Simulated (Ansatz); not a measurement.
## What isotropic strain −1.00 % does to W

Start from W in the bcc (W type) structure (space group Im-3m, No. 229; a = 3.1542 Å; relaxed with 0.1 eV smearing).

Modification: an isotropic linear strain of −1.00 %, atoms relaxed at fixed cell.

The values are results of Ansatz (an electronic-structure program), PBEsol, PAW, cutoff 420 eV, no spin-orbit coupling, not measurements. Γ-centred 29×29×29 mesh, Fermi–Dirac width 0.1 eV.

```json
[
 {"quantity": "shortest interatomic distance", "base": "5.162 bohr", "changed": "5.110 bohr", "shift": "-0.052 bohr"},
 {"quantity": "energy relative to the base (free energy F)", "base": "0 meV/atom", "changed": "+15 meV/atom", "shift": "+15 meV/atom"},
 {"quantity": "pressure", "base": "0.0 GPa", "changed": "10.4 GPa", "shift": "+10.4 GPa"},
 {"quantity": "band gap", "base": "zero", "changed": "zero", "shift": "–"}
]
```

Final structure:

```
CELL_PARAMETERS angstrom
     -1.56134     1.56134     1.56134
      1.56134    -1.56134     1.56134
      1.56134     1.56134    -1.56134
ATOMIC_POSITIONS crystal
  W  0.00000 0.00000 0.00000
```

Cost of the whole job for the changed cell (relaxation, final SCF and bands): roughly 14 core-seconds.

No phonon test of stability was made. The final runs are not spin-polarised.
